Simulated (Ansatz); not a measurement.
The reference is Ca in the fcc (Cu type) structure (space group Fm-3m, No. 225; relaxed with 0.1 eV smearing).

```yaml
crystal:
  lattice:
    - [0.00000, 2.72790, 2.72790]
    - [2.72790, 0.00000, 2.72790]
    - [2.72790, 2.72790, 0.00000]
  atoms:
    - { symbol: Ca, position: [0.00000, 0.00000, 0.00000] }
```

Cartesian axes are those of the cell as printed.

All numbers come from PBEsol (Ansatz, a program for electronic structure, PAW, no SOC).

Base values:

| Item | Result |
|---|---|
| Shortest interatomic distance | 3.858 Å |

The change: the cell is stretched by 1.50 % along z with no lateral relaxation; the atoms relax in the strained cell.

**Question.** What happens to the energy relative to the base?

**Answer.** The energy increases by 0.6 meV/atom.

**Question.** Predict the new shortest interatomic distance.

**Answer.** The shortest interatomic distance stays 3.858 Å.

**Question.** What does the calculation give for the stress after the change?

**Answer.** The stress (xx, yy, zz, yz, xz, xy; compression positive) comes out as (-0.2, -0.2, -0.3, 0.0, 0.0, 0.0) GPa.

Whether these cells are dynamically stable was not tested.
